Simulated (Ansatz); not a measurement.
For BaSi2 (model structure, started from the CrSi2 type, P6₂22, No. 180, 9 atoms in the cell), PBE (Ansatz, a quantum-chemistry and plane-wave program, plane waves, PAW) gives:

* **equilibrium lattice constant a**: 6.523 Å
* **lattice parameter c**: 7.212 Å
* **formation enthalpy**: 0.048 eV/atom

Task: What does PBE-D3(BJ) in Ansatz (plane waves, PAW) give for the same quantities?

Result: 
- lattice constant a: 6.402 Å (shrinks by 1.9 %)
- lattice parameter c: 7.127 Å (shrinks by 1.2 %)
- formation enthalpy: 0.037 eV/atom (decreases by 0.011 eV/atom)

Changes are worked out from the printed values.

Unless a cell is named, each level is at its own relaxed cell (PBE 29.53, PBE-D3(BJ) 28.11 Å³/atom).

Ansatz's density-functional and Hartree–Fock values are scalar-relativistic unless marked +SOC, with PAW data made under PBE.

A model structure was made by putting elements into a prototype or built by hand; it is no filed structure, need not be a known phase, and can be a saddle point held by its symmetry.
